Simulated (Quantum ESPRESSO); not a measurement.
# Equation of state of bcc Mo (space group 229): energy against volume (Quantum ESPRESSO, PBE)

```yaml
crystal:
  lattice:
    - [-1.54699, 1.54699, 1.54699]
    - [1.54699, -1.54699, 1.54699]
    - [1.54699, 1.54699, -1.54699]
  atoms:
    - { symbol: Mo, position: [0.00000, 0.00000, 0.00000] }
```

Computed with PBE, PSlibrary PAW (PBE) pseudopotentials (plane waves; Quantum ESPRESSO). Settings: ecutwfc = 72 Ry; ecutrho = 432 Ry; occupations = smearing; smearing = fermi-dirac; degauss = 0.0036749 Ry; potentials = {Mo: Mo.pbe-spn-kjpaw_psl.1.0.0.UPF}; K_POINTS = automatic 26 26 26 0 0 0; conv_thr = 1e-10 Ry; mixing_beta = 0.3. The cell above is the first row's. The rows scale it uniformly. In all rows the k mesh is held. E is the free energy at the stated smearing, counted from the lowest row.

| V (Å^3/atom) | E (meV/atom) |
|---|---|
| 14.809 | ? |
| 15.131 | 24.80 |
| 15.453 | 6.42 |
| 15.775 | 0.00 |
| 16.097 | 4.34 |
| 16.419 | 18.35 |
| 16.741 | 41.04 |
| 17.063 | 71.53 |
| 17.385 | 108.99 |

The 8 complete rows are fitted with the third-order Birch-Murnaghan form, a cubic in V^(-2/3), E against V. With u = V^(-2/3) - 0.156, the rows have u = 0.007464, 0.005185, 0.002984, 0.000857, -0.001201, -0.003192, -0.005121, -0.006990. Least squares gives E = 9.013 - 6418.47·u + 1135488·u² + 1058627·u³. Residuals (row less fit): -0.005, 0.012, 0.001, -0.007, -0.008, 0.004, 0.012, -0.007; standard error 0.011 (degrees of freedom: 4). Its minimum lies at u = 0.002815, so V0 = (0.158815)^(-3/2) = 15.80. There d²E/du² = 2289000 and d³E/du³ = 6352000, so B0 = (4/9) × 15.80^(-7/3) × 2289000 × 0.160218 = 260 GPa (the last factor turns the table's units into GPa), and B0' = 4 + (2/3) × 0.158815 × (6352000)/2289000 = 4.3. The program's pressures in the fitted runs (not shown) pass through zero at V = 15.79, 0.07 % from this V0.

Task: Estimate the missing E (V = 14.809); what did the run itself give?

Result: u = 0.009825, so E = 9.013 - 6418.47 × 0.009825 + 1135488 × 0.009825² + 1058627 × 0.009825³ = 56.565 meV/atom. The calculation gives 56.44 meV/atom, 0.125 meV/atom below the prediction (0.1 % of the range of E in the table). The row lies outside the fitted rows, so this is an extrapolation. From the scatter of the fitted rows alone, a prediction at this place has a standard error of 0.033 meV/atom, so the miss is 3.8 times that.

Carrying the step between the two nearest rows on in a straight line would have given 43.18, off by 13.26; series whose last step already gives the withheld value aren't shown. The scan was laid around a cell of about the measured size, scaled by a guess for this functional. Spin polarisation is off. Cutoffs and mesh are single choices, not tested for convergence of this quantity. Series with a scatter that would blur these digits, or in which a gap closes, are not shown. Nor are scans whose minimum lies at an end fitted in this form.

Terms beyond the fitted order, or numerical noise in single rows, can give a miss of this size; the table doesn't tell which.
